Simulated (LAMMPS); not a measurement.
MD from the crystal across the composition of Ag (fcc) with a share x of Ag sites Au; all at 300 K and zero pressure.

Level of theory: classical MD, pair style eam, the elements' _u3.eam files (universal-3 set of Foiles, Baskes and Daw); code LAMMPS.

```
x                       volume                                state                  enthalpy  T (K)
----  ------------------------  -----------------------------------  ------------------------  -----
0.25  17.2650 ± 0.0002 Å³/atom  crystal; no diffusion seen in 30 ps  -3.0612 ± 0.0001 eV/atom    300
0.5   17.1868 ± 0.0001 Å³/atom  crystal; no diffusion seen in 30 ps  -3.3387 ± 0.0001 eV/atom    300
0.75  17.1586 ± 0.0001 Å³/atom  crystal; no diffusion seen in 30 ps  -3.6017 ± 0.0001 eV/atom    300
```

Caution: the random arrangement on this lattice is imposed, and need not be a phase that exists in equilibrium.

States go by the mean squared displacement: a species diffuses where it passes 1.5 Å², still rises and gives D over 1e-6 cm²/s; a crystal has left its structure where atoms lie 0.35 Å off their sites on average or a cubic box changes its shape by 3 %, or the axial ratios of another lie 8 % off the starting cell's, which the potential's own relaxation can also do.

Uncertainties are statistical and leave out the potential's own error.
